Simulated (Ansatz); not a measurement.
Abridged Ansatz (a program for electronic structure) output:

```
Relaxation: its limit of steps is 50 (relax.max_steps)
Pseudopotential: Sn, paw, valence charge 14
Crystal: 2 atoms, lattice volume = 54.931 Å³
Basis set: ecut = 500 eV, 1389 PW (Γ), exchange–correlation on 144×144×144 points (64 copies of the dense FFT grid, shifted against one another)
Bands: 18, of which v1, the nominal top of the filled ones, is band 14 counted from 1 (13 counted from 0)
Symmetry: 8 space group operations
k-points: 1331 of 9261
Functional: x = r2scan, c = r2scan; τ floored in thin density (d = 2e-4 eV/Å³)
SCF iter   1: F=—  HF=-12077.024594 eV  |F-HF|=—  |Δ(HF+E_count)|=         —  Δρ=5.46e-3  dr2=6.97e-3  dr2_τ=1.62e-3  ethr=1.77e-3  ⟨swp⟩=5.6  Hψ=119650  notcnv=0
SCF iter   2: F=—  HF=-12077.043927 eV  |F-HF|=—  |Δ(HF+E_count)|=   1.93e-2  Δρ=2.72e-3  dr2=2.05e-3  dr2_τ=4.04e-5  ethr=2.49e-5  ⟨swp⟩=2.0  Hψ=53400  notcnv=0
SCF 1 converged in 8 iterations: F = -12077.044805 eV  dr2 = 6.55e-11
relax step   1: F+E_penalty+E_count = -12077.04480451 eV  Δ(F+E_penalty+E_count) = +0.000e0 eV  max|allowed force component| = 1.356e-2 eV/Å  Δτ_max = 0.0000 Å  (8 SCF iters, accepted)
Crystal: 2 atoms, lattice volume = 54.931 Å³
SCF iter   1: F=—  HF=-12077.044070 eV  |F-HF|=—  |Δ(HF+E_count)|=         —  Δρ=2.45e-4  dr2=2.84e-5  dr2_τ=7.21e-4  ethr=1.14e-7  ⟨swp⟩=2.0  Hψ=90915  notcnv=0
SCF iter   2: F=—  HF=-12077.044930 eV  |F-HF|=—  |Δ(HF+E_count)|=   8.60e-4  Δρ=1.88e-4  dr2=1.28e-5  dr2_τ=3.26e-7  ethr=1.01e-7  ⟨swp⟩=3.0  Hψ=46513  notcnv=0
SCF 2 converged in 10 iterations: F = -12077.044929 eV  dr2 = 2.77e-13
relax step   2: F+E_penalty+E_count = -12077.04492866 eV  Δ(F+E_penalty+E_count) = -1.241e-4 eV  max|allowed force component| = 7.538e-3 eV/Å  Δτ_max = 0.0059 Å  (10 SCF iters, accepted)
Crystal: 2 atoms, lattice volume = 54.931 Å³
SCF iter   1: F=—  HF=-12077.043644 eV  |F-HF|=—  |Δ(HF+E_count)|=         —  Δρ=3.07e-4  dr2=4.43e-5  dr2_τ=1.13e-3  ethr=1.58e-6  ⟨swp⟩=3.1  Hψ=71833  notcnv=0
SCF iter   2: F=—  HF=-12077.044980 eV  |F-HF|=—  |Δ(HF+E_count)|=   1.34e-3  Δρ=2.34e-4  dr2=1.99e-5  dr2_τ=5.10e-7  ethr=1.58e-7  ⟨swp⟩=2.1  Hψ=53918  notcnv=0
SCF 3 converged in 10 iterations: F = -12077.044984 eV  dr2 = 9.36e-13
relax step   3: F+E_penalty+E_count = -12077.04498424 eV  Δ(F+E_penalty+E_count) = -5.559e-5 eV  max|allowed force component| = 2.728e-5 eV/Å  Δτ_max = 0.0074 Å  (10 SCF iters, accepted)
Crystal: 2 atoms, lattice volume = 54.931 Å³
SCF iter   1: F=—  HF=-12077.044984 eV  |F-HF|=—  |Δ(HF+E_count)|=         —  Δρ=3.32e-8  dr2=9.37e-13  dr2_τ=1.35e-14  ethr=1.00e-12  ⟨swp⟩=2.9  Hψ=136155  notcnv=0
SCF iter   2: F=-12077.044984 eV  HF=-12077.044984 eV  |F-HF|=7.28e-12  |Δ(HF+E_count)|=  3.64e-12  Δρ=2.44e-8  dr2=5.27e-13  dr2_τ=2.33e-15  ethr=1.00e-12  ⟨swp⟩=3.0  Hψ=50675  notcnv=0
SCF 4 converged in 2 iterations: F = -12077.044984 eV  dr2 = 5.27e-13
SCF converged after 2 iterations
Free energy (F): -12077.044984 eV
Internal energy: -12077.015843 eV  (E = F + TS)
E sigma→0 (E₀):  -12077.030414 eV
Entropy (-TS):   -0.029141 eV (-14.571 meV/atom)
Fermi energy:    10.485805 eV
--- Forces (eV/Å), atoms counted from 1 ---
  atom   1  Sn     0.00000000     0.00000000     0.00002740
  atom   2  Sn     0.00000000    -0.00000000    -0.00002740
--- Stress (GPa, compression-positive) ---
        0.248272       0.000000      -0.000000
        0.000000       0.407122      -0.000000
       -0.000000      -0.000000       0.166445
  P = ⅓ Tr σ = 0.2739 GPa (2.739 kbar)
--- Relaxed structure (3 steps of the walk, 3 accepted, 0 SCFs on fresh bases) ---
  atoms:
    - { symbol: Sn, position: [0.7541537688250172, 0.25415376882501733, 0.49999999999999983] }
    - { symbol: Sn, position: [-0.004153768825017356, -0.004153768825017356, -1.2544159989246475e-19] }
```

Q: What was computed, and what are the main results?

A: Sn, 2 atoms in the cell, with DFT with r2SCAN, PAW potentials and a 500 eV plane-wave cutoff in Ansatz, no SOC. The last SCF converged to F = -12077.044984 eV, or -6038.5225 eV per atom, at a pressure of 0.27 GPa. The total energy compares only with runs of the same code, potentials and settings.

The cells carry an imposed strain or load. Stability against distortions was not tested. The cell was made from Sn (space group I4_1/amd, No. 141) by this change: uniaxial strain ε_yy = −0.50 %.

Keys are those of Ansatz 0.2.
